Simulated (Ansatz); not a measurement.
# NH3 on the (0001) surface of wurtzite GaN (2x2 Ga adatom at T4; a constructed slab, bottom: 3 H on 4 bottom sites), one in a cell of 36 Å², started at the site 'hollow Ga-Ga-Ga over Ga at depth 2.1 Å'

Host crystal: wurtzite GaN, with a band gap (PBE, scalar-relativistic without spin-orbit coupling).

The numbers are results of r2SCAN, at the PBE geometry (plane waves to 500 eV, PAW; Ansatz, a quantum-chemistry and plane-wave program), not measurements.

Model: 48-atom slab, 13.9 Å thick at the start with caps and adatoms under the adsorbate (thin: gaps and levels are the slab's own), 4x4x1 mesh, Fermi-Dirac 0.01 eV, dipole correction, single point; no symmetry held, on the structure that PBE left; no spin, no spin-orbit, no U, no dispersion correction. At the end it is bonded to Ga. In PBE it is, or lies within 0.03 eV of, the lowest of the starts that converged; the order may differ at this level.

| Item | Value |
|---|---|
| adsorption energy against NH3(g) at the same level | -1.65 eV |
| gap of the slab on its k-mesh | 0.80 eV |
| highest filled level below the top vacuum level | 3.93 eV |
| change of the step from the bottom to the top vacuum level, against the clean slab | -1.18 eV |
| height of the binding atom over the mean of the host atoms within 0.3 Å of the top one | 0.173 Å |
| nearest host atoms of the binding atom | Ga at 2.05 Å, N at 3.19 Å, N at 3.19 Å |
| caution | the clean host was not checked against rearrangement in a larger or rattled cell |

A negative adsorption energy means that the adsorbate is more stable on the surface than in its reference.
